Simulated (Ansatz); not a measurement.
YGe₂ (model structure, started from the CrSi2 type, P6₂22, No. 180, 9 atoms in the cell): properties by level of theory

| level (code) | lattice constant a (Å) | lattice parameter c (Å) | formation enthalpy (eV/atom) |
|---|---|---|---|
| PBE (Ansatz) | 5.448 | 7.584 | -0.431 |
| PBEsol (Ansatz) | 5.365 | 7.475 | -0.497 |
| PBE-D3(BJ) (Ansatz) | 5.371 | 7.493 | -0.504 |

Ansatz's density-functional and Hartree–Fock values are scalar-relativistic unless marked +SOC, with PAW data made under PBE.

Static lattice: no zero-point or thermal effects.

A model structure was made by putting elements into a prototype or built by hand; it is no filed structure, need not be a known phase, and can be a saddle point held by its symmetry.

Ansatz is a first-principles code.
